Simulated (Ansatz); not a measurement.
**K2SO4 (Pnma, No. 62)**

All values below come from BLYP in Ansatz (PAW).

Numerical settings: plane-wave cutoff 520 eV, 6×6×4 k mesh (along the axes of the cell as run), Fermi–Dirac smearing 0.01 eV, scalar-relativistic PAW data made under PBE.

Cell: relaxed at this level.

```json
{
  "volume_per_atom": "17.04 Å³/atom",
  "band_gap": "4.97 eV (direct)"
}
```

Note: the relaxation could not lower the start's symmetry, so the cell can be a saddle point above a distorted one; the volume lies 10 % above that of the published cell.

The computed numbers hold no vibrational or temperature effects.

Ansatz is a program for electronic structure.
